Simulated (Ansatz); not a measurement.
The structure below was relaxed with r2SCAN (Ansatz, an electronic-structure program, PAW, without spin-orbit coupling).

Space group F-43m (No. 216); a = 5.6633 Å, b = 5.6633 Å, c = 5.6633 Å, α = 90.00°, β = 90.00°, γ = 90.00°

| atom | site | symmetry | x | y | z |
|---|---|---|---|---|---|
| Mo | 4c | -43m | 0.2500 | 0.2500 | 0.2500 |
| Ga | 4a | -43m | 0.0000 | 0.0000 | 0.0000 |

Task: Write out a cell with all atoms.

Result: 
```xyz
8
Lattice="5.6633 0.0000 0.0000 0.0000 5.6633 0.0000 0.0000 0.0000 5.6633" Properties=species:S:1:pos:R:3 pbc="T T T"
Mo     1.4158     1.4158     1.4158
Ga     0.0000     0.0000     0.0000
Mo     1.4158     4.2475     4.2475
Ga     0.0000     2.8316     2.8316
Mo     4.2475     1.4158     4.2475
Ga     2.8316     0.0000     2.8316
Mo     4.2475     4.2475     1.4158
Ga     2.8316     2.8316     0.0000
```
This is the conventional cell.

Whether these cells are dynamically stable was not tested. All final runs are without spin polarisation. An odd electron count without spin: GaMo. The cell was made from GaSb by this change: Sb → Mo; the result is a hypothetical phase, not in the database extracts checked. GaMo has a high density of states at the Fermi level and may be magnetic at this level.
